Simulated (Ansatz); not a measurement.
Base system: YN in the rock salt structure (space group Fm-3m, No. 225; a = 4.8957 Å).

Method: Ansatz (a program for electronic structure), r2SCAN, PAW, cutoff 500 eV, spin-orbit coupling left out.

Before the change:

| Item | Result |
|---|---|
| Band gap | 0.58 eV |

Perturbation: an isotropic linear strain of −1.87 %; the atoms relax in the strained cell.

Question: Estimate the effect on the energy relative to the base.

Answer: The energy rises by 26 meV/atom.

Question: How does this affect the band gap?

Answer: The band gap drops by 0.10 eV, from 0.58 eV to 0.48 eV.

No phonon test of stability was made.
